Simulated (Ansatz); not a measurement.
All values below come from PBE (plane waves to 420 eV, PAW; Ansatz, an electronic-structure program).

Planar average of the electrostatic potential across the slab, in eV from the highest filled level, for a constructed model of the (111)B surface of zinc-blende AlP, P-terminated, 2x2 In adatom at H3 (bottom of the slab: 3 H on 4 bottom sites):

(z (Å), V (eV)): (3.47, 6.30); (3.76, 6.30); (4.04, 6.30); (4.33, 6.30); (4.62, 6.30); (4.91, 6.30); (5.20, 6.30); (5.49, 6.30); (5.78, 6.30); (6.07, 6.30); (6.36, 6.28); (6.64, 6.26); (6.93, 6.19); (7.22, 6.02); (7.51, 5.64); (7.80, 4.57); (8.09, 4.14); (8.38, 4.17); (8.67, 2.81); (8.96, 0.64); (9.24, -1.03); (9.53, -2.72); (9.82, -5.55); (10.11, -8.66); (10.40, -9.02); (10.69, -6.66); (10.98, -2.11); (11.27, 1.70); (11.56, 2.84); (11.84, 2.14); (12.13, -0.02); (12.42, -1.86); (12.71, -3.13); (13.00, -5.66); (13.29, -8.86); (13.58, -9.09); (13.87, -6.24); (14.16, -1.76); (14.44, 1.90); (14.73, 2.96); (15.02, 2.22); (15.31, 0.04); (15.60, -1.83); (15.89, -3.12); (16.18, -5.65); (16.47, -8.86); (16.76, -9.10); (17.04, -6.24); (17.33, -1.75); (17.62, 1.91); (17.91, 2.98); (18.20, 2.26); (18.49, 0.07); (18.78, -1.84); (19.07, -3.19); (19.36, -5.77); (19.64, -8.81); (19.93, -8.95); (20.22, -6.03); (20.51, -1.64); (20.80, 1.89); (21.09, 3.02); (21.38, 2.30); (21.67, 0.30); (21.96, -1.55); (22.24, -3.15); (22.53, -5.88); (22.82, -8.79); (23.11, -8.99); (23.40, -6.36); (23.69, -2.41); (23.98, 0.38); (24.27, 1.50); (24.56, 1.98); (24.84, 2.43); (25.13, 3.14); (25.42, 3.97); (25.71, 4.46); (26.00, 4.67); (26.29, 4.77); (26.58, 4.81); (26.87, 4.83); (27.16, 4.84); (27.44, 4.85); (27.73, 4.85); (28.02, 4.85); (28.31, 4.85); (28.60, 4.85); (28.89, 4.85)

Model: 44-atom slab, 16.4 Å thick at the start with caps and adatoms, 3x3x1 mesh, Fermi-Dirac 0.025 eV, dipole correction, 8 atoms held, the rest relaxed; held to the start's symmetry, so lower structures may exist; no spin, no spin-orbit, no U. In PBE it is, or lies within 0.01 eV a 1x1 cell of, the lowest of the 2 structures of its composition computed so far; subsurface sites and larger cells were not tried.

Q: The surface cell has an area of 52.55 Å². What dipole along the normal does the step between the two vacuum levels imply?

A: the top vacuum level lies 1.45 eV below the bottom one; p = −ε₀ A ΔV (ε₀ = 0.005526 e/(V·Å)) gives 0.42 e·Å a cell.
